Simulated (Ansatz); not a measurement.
Fluorite PtAl2, treated with RPBE (plane waves, PAW; Ansatz, a program for electronic structure).

Numerical settings: plane-wave cutoff 520 eV, 16×16×16 k mesh, Fermi–Dirac smearing 0.05 eV, scalar-relativistic PAW data made under PBE.

Pressure at four volumes; x = ln(V/17.824 Å³). One pressure is withheld.

| V (Å³/atom) | x | P (GPa) |
|---|---|---|
| 16.755 | -0.0618 | 8.78 |
| 17.824 | 0.0000 | 0.00 |
| 18.537 | 0.0392 | -4.44 |
| 18.894 | 0.0583 | ? |

Problem. Pass a parabola P(x) through the three rows shown, estimate the bulk modulus and its pressure derivative near zero pressure, and predict the withheld pressure.

Solution. Slopes between the rows: (0.00 − (8.78))/(0.0000 − (-0.0618)) = -142.07 and (-4.44 − (0.00))/(0.0392 − (0.0000)) = -113.27 GPa. Their difference over the span 0.1010 is c = 28.80/0.1010 = 285.1 GPa, so P(x) = 8.78 + (-142.07)(x − (-0.0618)) + 285.1 (x − (-0.0618))(x − (0.0000)). At the middle row B = −dP/dx = −[-142.07 + 285.1 × 0.0618] = 124.5 GPa, and B′ = dB/dP = 2c/B = 4.6. At x = 0.0583 the parabola gives -6.29 GPa; the run gives -6.31 GPa. The Birch–Murnaghan fit to the energies at all volumes has B0 = 124 GPa and B′ = 4.5.

Spin–orbit coupling is not included.
